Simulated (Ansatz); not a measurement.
# Be$_{2}$C (space group Fm-3m, No. 225)

```
Be2C
1.0
    0.00000     2.15536     2.15536
    2.15536     0.00000     2.15536
    2.15536     2.15536     0.00000
Be C
2 1
Cartesian
  3.23304   3.23304   3.23304
  1.07768   1.07768   1.07768
  0.00000   0.00000   0.00000
```

The values are results of plane-wave PAW DFT at the PBEsol level (Ansatz, a program for electronic structure, 420 eV), scalar-relativistic without spin-orbit coupling, not measurements. k-mesh 13×13×13 (Γ-centred); smearing 0.05 eV (Fermi–Dirac).

| Item | Result |
|---|---|
| Volume per atom | 6.68 Å³ |
| Density | 2.49 g/cm³ |
| Band gap | 1.08 eV, indirect, Γ → X |
| Electron mass | 0.70 mₑ along k, 0.23 mₑ across |
| Hole mass (degenerate bands, along [100]) | 0.26, 0.26, 0.42 mₑ |
| Lowest conduction-band minima above the VBM | X along ⟨100⟩ 1.08 eV |
| Total energy | -142.723 eV/atom (σ→0; compares only within this code and set-up) |

Masses are band curvatures over ±0.01 Å⁻¹ around the edge. Along k means along the line from Γ to the band edge. No phonon test of stability was made.
